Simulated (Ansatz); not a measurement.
Structures of equal composition on the (111) surface of fcc Pt: a layer of W in place of the second plane; a layer of W in place of the third plane. The slabs share one bottom face, and each structure is named by its start. These are constructed structures in small cells; real faces may alloy, dewet or reconstruct in larger ones, and not all known structures of the face are among them. Slabs of about 11 Å with all that they carry, Fermi-Dirac smearing of 0.1 eV. Bottom of the slabs: a bare face, its two planes held. Relaxed from the named starts with such symmetry as they have, on meshes of like density; energies extrapolated to zero smearing; no spin-orbit coupling, no U. Spin-polarised runs, if any, are marked in brackets, and their order is one that fits the cell; the others ran without spin.

The numbers are results of PBE (plane waves to 420 eV, PAW; Ansatz, a first-principles code), not measurements.

Q: Rank these by energy per 1x1 cell (lowest first), as PBE gives it.

A: a layer of W in place of the third plane (0.000 eV), a layer of W in place of the second plane (0.090 eV)
